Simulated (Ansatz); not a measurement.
Zn (Fm-3m, No. 225, 1 atom in the cell; start mp-2646972; another form than the element's usual one) was calculated with r²SCAN (Ansatz, a first-principles code, plane waves, PAW).

Input file:

Ansatz 0.2 input:
```yaml
crystal:
  lattice:
    - [0.0, 1.9139523168, 1.9139523168]
    - [1.9139523168, 0.0, 1.9139523168]
    - [1.9139523168, 1.9139523168, 0.0]
  atoms:
    - { symbol: Zn, position: [0.0, 0.0, 0.0] }
basis:
  ecutwfc: 560
  ecutrho_ratio: 4
  xc_grid: 3
kpoints:
  mp_grid: { grid: [24, 24, 24] }
hamiltonian:
  xc: r2scan
  dispersion: none
  pseudopotentials: { kind: paw }
scf:
  occupations: { method: fermi_dirac, width: 0.05 }
output:
  forces: false
  stress: true
  eigenvalues: true
relax:
  f_tol: 0.004
  escape_saddle: false
  max_steps: 80
```

Output (set-up and result lines):

```
WARN output.stress: scf.convergence.dr2_threshold = 1e-7 eV (the SCF's general default) is looser than the 1e-10 eV advised for a printed stress (1e-10 eV for …
Relaxation: its limit of steps is 80 (relax.max_steps)
Crystal: 1 atoms, lattice volume = 14.022 Å³
Basis set: ecut = 560 eV, 411 PW (Γ), exchange–correlation on 72×72×72 points (27 copies of the dense FFT grid, shifted against one another)
Bands: 10, of which v1, the nominal top of the filled ones, is band 6 counted from 1 (5 counted from 0)
Symmetry: 48 space group operations
Space group: Fm-3m (ITA 225), of the structure as read, at distance tolerance 2.4e-5 Å
k-points: 413 of 13824
Functional: x = r2scan, c = r2scan; τ floored in thin density (d = 2e-4 eV/Å³)
SCF iter   1: F=—  HF=-3325.646710 eV  |F-HF|=—  |Δ(HF+E_count)|=         —  Δρ=2.41e-2  dr2=4.01e-2  dr2_τ=1.19e-3
SCF iter   2: F=—  HF=-3325.642935 eV  |F-HF|=—  |Δ(HF+E_count)|=   3.78e-3  Δρ=8.36e-3  dr2=6.14e-3  dr2_τ=2.05e-4
  ...
SCF 1 converged in 6 iterations: F = -3325.638148 eV  dr2 = 2.37e-9
relax step   1: F+E_penalty+E_count = -3325.63814800 eV  Δ(F+E_penalty+E_count) = +0.000e0 eV  max|allowed force component| = 0.000e0 eV/Å  Δτ_max = 0.0000 Å  (6 SCF iters, accepted)
Crystal: 1 atoms, lattice volume = 14.022 Å³
Initial density: handed on by an earlier stage of this run
SCF iter   1: F=—  HF=-3325.638148 eV  |F-HF|=—  |Δ(HF+E_count)|=         —  Δρ=4.71e-6  dr2=2.37e-9  dr2_τ=1.74e-10
SCF iter   2: F=-3325.638148 eV  HF=-3325.638148 eV  |F-HF|=1.66e-10  |Δ(HF+E_count)|=   1.85e-9  Δρ=2.94e-6  dr2=4.03e-10  dr2_τ=1.98e-11
SCF 2 converged in 2 iterations: F = -3325.638148 eV  dr2 = 4.03e-10
SCF converged after 2 iterations
Free energy (F): -3325.638148 eV
Internal energy: -3325.636007 eV  (E = F + TS)
E sigma→0 (E₀):  -3325.637077 eV
Fermi energy:    12.139914 eV
--- Forces (eV/Å), atoms counted from 1 ---
  atom   1  Zn     0.00000000    -0.00000000     0.00000000
--- Stress (GPa, compression-positive) ---
        1.847521       0.000000       0.000000
        0.000000       1.847521       0.000000
        0.000000      -0.000000       1.847521
  P = ⅓ Tr σ = 1.8475 GPa (18.475 kbar)
```

The cell is one volume of an energy–volume scan, off the minimum.

The PAW data were made under PBE.

Note: the relaxation could not lower the start's symmetry, so the cell can be a saddle point above a distorted one.

Cost on a shared machine: roughly 10 core-seconds.

A start named mp-… is a Materials Project structure, which need not be a measured phase.
